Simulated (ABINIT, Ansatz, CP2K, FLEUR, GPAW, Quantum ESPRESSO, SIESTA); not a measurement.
## AlCr2C (P6_3/mmc, 8 atoms in the cell) computed with different codes at matched settings

Self-consistent single point, at a second geometry (lattice scaled by 0.98). First geometry:

```yaml
crystal:
  lattice:
    - [2.78272, 0.00000, 0.00000]
    - [-1.39136, 2.40991, 0.00000]
    - [0.00000, 0.00000, 12.41235]
  atoms:
    - { symbol: Al, position: [0.66667, 0.33333, 0.25000] }
    - { symbol: Al, position: [0.33333, 0.66667, 0.75000] }
    - { symbol: Cr, position: [0.33333, 0.66667, 0.41494] }
    - { symbol: Cr, position: [0.66667, 0.33333, 0.58506] }
    - { symbol: Cr, position: [0.66667, 0.33333, 0.91494] }
    - { symbol: Cr, position: [0.33333, 0.66667, 0.08506] }
    - { symbol: C, position: [0.00000, 0.00000, 0.50000] }
    - { symbol: C, position: [0.00000, 0.00000, 0.00000] }
```

Shared settings, as Ansatz (an electronic-structure program) writes them: kpoints.mp_grid.grid = 9 9 2; scf.occupations.method = fermi_dirac; scf.occupations.width = 0.136 eV. Potentials and cutoffs stand in the table.

| code | model | ΔF from the first geometry (meV/atom) | pressure (GPa) | largest force (eV/Å) | cutoff |
|---|---|---|---|---|---|
| CP2K | PBE, GPW, DZVP-MOLOPT-SR-GTH basis, GTH-PBE potentials (GTH_POTENTIALS) | 96.5 | 35.62 | 1.462 | grid 600 Ry |
| Quantum ESPRESSO | PBE, SSSP 1.1.2 efficiency (PBE) pseudopotentials | 98.2 | 36.00 | 1.392 | 50 Ry |
| SIESTA | GGA PBE, numerical atomic orbitals DZP, PseudoDojo PBE standard norm-conserving potentials (rewritten from UPF to PSML) | 97.2 | 35.97 | 1.539 | grid 400 Ry |
| ABINIT | PBE, norm-conserving pseudopotentials (PseudoDojo nc-sr-05 PBE standard) | 98.7 | 36.21 | 1.429 | 1279 eV |
| FLEUR | PBE, all-electron FLAPW (FLEUR), scalar-relativistic valence | 99.7 | – | – | Kmax 4.7 1/bohr |
| GPAW | PBE, GPAW PAW datasets PBE (gpaw-data 1.0.1) | 112.8 | – | 1.790 | 950 eV |
| Ansatz | PBE, PAW files | 97.5 | 35.71 | 1.388 | default |

A dash marks a value that a program does not give, or that is left out as unsure.

On Ansatz's run: spin polarisation is off.

The spread over the programs that give each value: ΔF from the first geometry within 16.3 meV/atom; pressure within 0.59 GPa; largest force within 0.402 eV/Å.

CP2K and SIESTA use small atom-centred bases, whose incompleteness enters pressures, forces and empty levels differently from a plane-wave cutoff. FLEUR treats all electrons, but the usual bases taken here (sphere radii, linearisation, local orbitals, empty states) were not tested for convergence, so the values are no reference for the others. Ansatz's pressure is given at a fixed set of plane waves, as the other plane-wave codes print theirs; with its correction for the finite basis it is 35.87 GPa. The pressure of GPAW is left out: its cutoff lies under the one at which its stress was checked. In the force vectors, SIESTA (by 0.128) and GPAW (by 0.379) lie more than 0.08 eV/Å from the median of the plane-wave programs.

The starting cell comes from a database of computed structures (which also holds hypothetical and non-ambient phases and stackings), without a prior relaxation at this level. Its lattice was rescaled by a random factor within 2.5 % of one. For this run, on top of that: lattice scaled by 0.98.

Keys are those of Ansatz 0.2.
